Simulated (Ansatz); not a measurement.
## Effect of pressure 3 GPa on InSb

Start from InSb in the zinc blende structure (space group F-43m, No. 216; a = 6.6350 Å).

Now apply this change: cell and atoms relaxed at a pressure of 3 GPa.

The values are results of PBE (Ansatz, an electronic-structure program, PAW, spin-orbit coupling left out), earlier PAW set, not measurements. k-mesh 12×12×12 (Γ-centred); smearing 0.05 eV (Fermi–Dirac).

The volume per atom shrinks by 2.43 Å³ to 34.08 Å³ and the density increases by 0.38 g/cm³ (5.38 g/cm³ → 5.76 g/cm³). The lattice parameter a drops by 0.150 Å to 6.485 Å and the shortest interatomic distance falls by 0.065 Å to 2.808 Å. The enthalpy H = E + PV relative to the base's energy amounts to +0.66 eV/atom and the band gap stays zero.

Final structure:

```yaml
crystal:
  lattice:
    - [0.00000, 3.24229, 3.24229]
    - [3.24229, 0.00000, 3.24229]
    - [3.24229, 3.24229, 0.00000]
  atoms:
    - { symbol: Sb, position: [0.75000, 0.75000, 0.75000] }
    - { symbol: In, position: [0.00000, 0.00000, 0.00000] }
```

Spin-orbit coupling, missing from the scalar runs, can matter with Sb. Load acts through the strain it causes; cell and atoms are relaxed under it. Stability against distortions was not tested. Tetrahedral semiconductors of this kind turn to denser phases somewhere between about 1 and 50 GPa; those were not computed, so compressed cells here can lie past the real transition. All final runs are without spin polarisation. A zero or small gap of InSb can be the functional's error rather than a property of the material.
